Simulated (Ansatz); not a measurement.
Defect: Ga vacancy in beta Ga2O3, charge state -3. Computed with PBE, PAW (plane waves to 420 eV; Ansatz, a quantum-chemistry and plane-wave program).

Settings: 120 host sites, the relaxed PBE lattice, the Γ point alone, smearing 0.01 eV, spin-restricted, no image-charge correction. Static, classical nuclei. The charge state is imposed; whether it is stable for some Fermi level was not computed. Forms of the defect that were not tried may lie lower.

Barriers: single points on a 2×2×2 k-point mesh shifted by half a step at the bands' geometries.

Relaxed starting cell (atoms counted from 1):

```yaml
crystal:
  lattice:
    - [12.45496, 0.00000, 0.00000]
    - [0.00000, 9.25026, 0.00000]
    - [-2.78275, 0.00000, 11.42039]
  atoms:
    - { symbol: Ga, position: [0.08986, 0.99861, 0.39338] }
    - { symbol: Ga, position: [0.09523, 0.99865, 0.90429] }
    - { symbol: Ga, position: [0.08980, 0.33452, 0.39339] }
    - { symbol: Ga, position: [0.09520, 0.33434, 0.90428] }
    - { symbol: Ga, position: [0.08954, 0.66658, 0.39449] }
    - { symbol: Ga, position: [0.09124, 0.66651, 0.90143] }
    - { symbol: Ga, position: [0.39987, 0.16654, 0.10454] }
    - { symbol: Ga, position: [0.41094, 0.16654, 0.60199] }
    - { symbol: Ga, position: [0.40649, 0.49898, 0.10112] }
    - { symbol: Ga, position: [0.41285, 0.49994, 0.60143] }
    - { symbol: Ga, position: [0.40644, 0.83391, 0.10103] }
    - { symbol: Ga, position: [0.41274, 0.83318, 0.60134] }
    - { symbol: Ga, position: [0.15815, 0.16652, 0.65621] }
    - { symbol: Ga, position: [0.15915, 0.49059, 0.15656] }
    - { symbol: Ga, position: [0.15793, 0.49923, 0.65646] }
    - { symbol: Ga, position: [0.15919, 0.84233, 0.15654] }
    - { symbol: Ga, position: [0.15792, 0.83379, 0.65643] }
    - { symbol: Ga, position: [0.33576, 0.00359, 0.33814] }
    - { symbol: Ga, position: [0.34101, 0.99994, 0.84243] }
    - { symbol: Ga, position: [0.33583, 0.32971, 0.33835] }
    - { symbol: Ga, position: [0.34103, 0.33316, 0.84246] }
    - { symbol: Ga, position: [0.34032, 0.66653, 0.34122] }
    - { symbol: Ga, position: [0.34328, 0.66654, 0.83865] }
    - { symbol: O, position: [0.18599, 0.97427, 0.04531] }
    - { symbol: O, position: [0.15930, 0.99977, 0.55353] }
    - { symbol: O, position: [0.18570, 0.35842, 0.04544] }
    - { symbol: O, position: [0.15926, 0.33328, 0.55354] }
    - { symbol: O, position: [0.15976, 0.66643, 0.05821] }
    - { symbol: O, position: [0.16013, 0.66649, 0.55389] }
    - { symbol: O, position: [0.33250, 0.16657, 0.44917] }
    - { symbol: O, position: [0.33896, 0.16657, 0.94343] }
    - { symbol: O, position: [0.34206, 0.50106, 0.44663] }
    - { symbol: O, position: [0.34434, 0.50256, 0.94099] }
    - { symbol: O, position: [0.34206, 0.83209, 0.44655] }
    - { symbol: O, position: [0.34434, 0.83049, 0.94091] }
    - { symbol: O, position: [0.17711, 0.97751, 0.29002] }
    - { symbol: O, position: [0.17422, 0.99964, 0.78044] }
    - { symbol: O, position: [0.17710, 0.35549, 0.29010] }
    - { symbol: O, position: [0.17425, 0.33345, 0.78046] }
    - { symbol: O, position: [0.17406, 0.66652, 0.28347] }
    - { symbol: O, position: [0.17411, 0.66648, 0.78274] }
    - { symbol: O, position: [0.34290, 0.16682, 0.23343] }
    - { symbol: O, position: [0.32681, 0.16652, 0.71678] }
    - { symbol: O, position: [0.33083, 0.50391, 0.22029] }
    - { symbol: O, position: [0.32663, 0.50062, 0.71440] }
    - { symbol: O, position: [0.33086, 0.82903, 0.22027] }
    - { symbol: O, position: [0.32659, 0.83243, 0.71437] }
    - { symbol: O, position: [0.49283, 0.00093, 0.12452] }
    - { symbol: O, position: [0.49831, 0.00051, 0.63037] }
    - { symbol: O, position: [0.49294, 0.33203, 0.12447] }
    - { symbol: O, position: [0.49834, 0.33256, 0.63037] }
    - { symbol: O, position: [0.49451, 0.66645, 0.12543] }
    - { symbol: O, position: [0.49937, 0.66658, 0.63039] }
    - { symbol: O, position: [0.00337, 0.16655, 0.37279] }
    - { symbol: O, position: [0.00795, 0.16648, 0.87323] }
    - { symbol: O, position: [0.00046, 0.50106, 0.37281] }
    - { symbol: O, position: [0.00349, 0.49979, 0.86829] }
    - { symbol: O, position: [0.00048, 0.83210, 0.37280] }
    - { symbol: O, position: [0.00349, 0.83324, 0.86830] }
    - { symbol: Ga, position: [0.58617, 0.16654, 0.39602] }
    - { symbol: Ga, position: [0.59045, 0.16651, 0.89660] }
    - { symbol: Ga, position: [0.58929, 0.49976, 0.39831] }
    - { symbol: Ga, position: [0.59057, 0.49921, 0.89658] }
    - { symbol: Ga, position: [0.58906, 0.83339, 0.39821] }
    - { symbol: Ga, position: [0.59059, 0.83389, 0.89656] }
    - { symbol: Ga, position: [0.90952, 0.00399, 0.10260] }
    - { symbol: Ga, position: [0.91020, 0.00004, 0.60132] }
    - { symbol: Ga, position: [0.90961, 0.32897, 0.10258] }
    - { symbol: Ga, position: [0.91014, 0.33298, 0.60131] }
    - { symbol: Ga, position: [0.91161, 0.66655, 0.10272] }
    - { symbol: Ga, position: [0.90921, 0.66651, 0.60064] }
    - { symbol: Ga, position: [0.65448, 0.00039, 0.15662] }
    - { symbol: Ga, position: [0.66023, 0.00077, 0.65707] }
    - { symbol: Ga, position: [0.65456, 0.33262, 0.15659] }
    - { symbol: Ga, position: [0.66023, 0.33225, 0.65709] }
    - { symbol: Ga, position: [0.65565, 0.66652, 0.15624] }
    - { symbol: Ga, position: [0.66035, 0.66657, 0.65771] }
    - { symbol: Ga, position: [0.84098, 0.16653, 0.34049] }
    - { symbol: Ga, position: [0.84554, 0.16651, 0.84532] }
    - { symbol: Ga, position: [0.83974, 0.49954, 0.34096] }
    - { symbol: Ga, position: [0.84362, 0.49965, 0.84342] }
    - { symbol: Ga, position: [0.83972, 0.83356, 0.34100] }
    - { symbol: Ga, position: [0.84362, 0.83340, 0.84342] }
    - { symbol: O, position: [0.66286, 0.16648, 0.05382] }
    - { symbol: O, position: [0.66351, 0.16649, 0.55367] }
    - { symbol: O, position: [0.66189, 0.49945, 0.05397] }
    - { symbol: O, position: [0.66521, 0.49979, 0.55534] }
    - { symbol: O, position: [0.66183, 0.83361, 0.05397] }
    - { symbol: O, position: [0.66507, 0.83331, 0.55524] }
    - { symbol: O, position: [0.83493, 0.00053, 0.44491] }
    - { symbol: O, position: [0.83455, 0.99853, 0.94339] }
    - { symbol: O, position: [0.83489, 0.33255, 0.44489] }
    - { symbol: O, position: [0.83458, 0.33449, 0.94340] }
    - { symbol: O, position: [0.83287, 0.66653, 0.44442] }
    - { symbol: O, position: [0.83658, 0.66653, 0.94511] }
    - { symbol: O, position: [0.67123, 0.16651, 0.28142] }
    - { symbol: O, position: [0.67537, 0.16650, 0.78236] }
    - { symbol: O, position: [0.67178, 0.50021, 0.28164] }
    - { symbol: O, position: [0.67540, 0.49966, 0.78234] }
    - { symbol: O, position: [0.67173, 0.83287, 0.28167] }
    - { symbol: O, position: [0.67541, 0.83339, 0.78229] }
    - { symbol: O, position: [0.82236, 0.99840, 0.21774] }
    - { symbol: O, position: [0.82693, 0.00089, 0.71659] }
    - { symbol: O, position: [0.82242, 0.33461, 0.21773] }
    - { symbol: O, position: [0.82692, 0.33213, 0.71660] }
    - { symbol: O, position: [0.82394, 0.66657, 0.21585] }
    - { symbol: O, position: [0.82643, 0.66656, 0.71667] }
    - { symbol: O, position: [0.98929, 0.16644, 0.12529] }
    - { symbol: O, position: [0.99531, 0.16653, 0.62845] }
    - { symbol: O, position: [0.99340, 0.49778, 0.12696] }
    - { symbol: O, position: [0.99474, 0.50024, 0.62684] }
    - { symbol: O, position: [0.99342, 0.83527, 0.12690] }
    - { symbol: O, position: [0.99477, 0.83276, 0.62685] }
    - { symbol: O, position: [0.50453, 0.99846, 0.37615] }
    - { symbol: O, position: [0.50481, 0.00023, 0.86919] }
    - { symbol: O, position: [0.50471, 0.33473, 0.37633] }
    - { symbol: O, position: [0.50484, 0.33282, 0.86918] }
    - { symbol: O, position: [0.50602, 0.66648, 0.37341] }
    - { symbol: O, position: [0.50681, 0.66655, 0.86784] }
```
Cell charge -3.

End state 1 differs by these moves (Å; atoms that move under 0.08 Å are left out):

| atom | element | Δx | Δy | Δz |
|---|---|---|---|---|
| 7 | Ga | 0.09 | -0.01 | -0.04 |
| 11 | Ga | -0.09 | -0.01 | 0.04 |
| 14 | Ga | 0.00 | 0.17 | 0.00 |
| 16 | Ga | 0.00 | 2.91 | 0.00 |
| 24 | O | 0.00 | 0.47 | 0.00 |
| 26 | O | -0.36 | -0.23 | 0.15 |
| 28 | O | 0.36 | -0.24 | -0.15 |
| 30 | O | 0.13 | 0.01 | -0.03 |
| 31 | O | 0.07 | 0.02 | -0.03 |
| 34 | O | -0.13 | 0.01 | 0.03 |
| 35 | O | -0.07 | 0.03 | 0.03 |
| 36 | O | 0.00 | 0.41 | 0.00 |
| 38 | O | -0.02 | -0.21 | -0.08 |
| 40 | O | 0.02 | -0.21 | 0.07 |
| 42 | O | -0.11 | 0.03 | -0.15 |
| 46 | O | 0.11 | 0.04 | 0.15 |

Q: Estimate the forward and backward barriers to end state 1 that PBE, PAW returns for this input.

A: forward 1.44 eV, backward 1.44 eV; at the saddle point atom 16 has neighbours O at 1.77, O at 1.80, O at 1.91, O at 2.25 Å. The saddle point's order was not checked.
